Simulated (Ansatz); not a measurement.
Take HfO2 (space group P4_2/nmc, No. 137) as the base.

```cif
data_Hf2O4
_chemical_formula_sum 'Hf2 O4'
_space_group_name_H-M_alt 'P42/nmc :1'
_space_group_IT_number 137
_space_group_name_Hall 'P 4n 2n -1n'
_cell_length_a 3.56753
_cell_length_b 3.56753
_cell_length_c 5.16669
_cell_angle_alpha 90.000
_cell_angle_beta 90.000
_cell_angle_gamma 90.000
loop_
_space_group_symop_operation_xyz
  'x, y, z'
  '-y+1/2, x+1/2, z+1/2'
  '-x, -y, z'
  'y+1/2, -x+1/2, z+1/2'
  'x+1/2, -y+1/2, -z+1/2'
  '-y, -x, -z'
  '-x+1/2, y+1/2, -z+1/2'
  'y, x, -z'
  '-x+1/2, -y+1/2, -z+1/2'
  'y, -x, -z'
  'x+1/2, y+1/2, -z+1/2'
  '-y, x, -z'
  '-x, y, z'
  'y+1/2, x+1/2, z+1/2'
  'x, -y, z'
  '-y+1/2, -x+1/2, z+1/2'
loop_
_atom_site_label
_atom_site_type_symbol
_atom_site_symmetry_multiplicity
_atom_site_Wyckoff_symbol
_atom_site_fract_x
_atom_site_fract_y
_atom_site_fract_z
_atom_site_occupancy
Hf1 Hf 2 a 0.00000 0.00000 0.00000 1
O1 O 4 d 0.00000 0.50000 0.20010 1
```

Levels (all Ansatz, a first-principles code, PAW, earlier PAW set): PBEsol (420 eV, scalar-relativistic without spin-orbit coupling); r2SCAN (500 eV, scalar-relativistic without spin-orbit coupling).

The geometry is relaxed with PBEsol.

- PBEsol pressure = 0.00 GPa
- PBEsol lowest conduction level above the VBM at special points = Γ 4.57 eV; X 5.02 eV; R 5.18 eV; Z 5.29 eV
- PBEsol smallest direct gap = 4.65 eV

**Question.** What does r2SCAN give at this geometry for the pressure, lowest conduction level above the VBM at special points and smallest direct gap?

**Answer.** The pressure goes from zero to 2.11 GPa; the lowest conduction level above the VBM at special points goes from Γ 4.57 eV; X 5.02 eV; R 5.18 eV; Z 5.29 eV to Γ 5.22 eV; X 5.62 eV; R 5.77 eV; Z 5.91 eV; the smallest direct gap rises by 0.664 eV (4.65 eV → 5.32 eV).

Single points use the geometry relaxed with PBEsol. Their cutoffs differ, which shifts pressures a little. With Hf present, leaving out spin-orbit coupling can change the band edges. Whether these cells are dynamically stable was not tested. This is not the structure that HfO2 has at room temperature and ambient pressure.
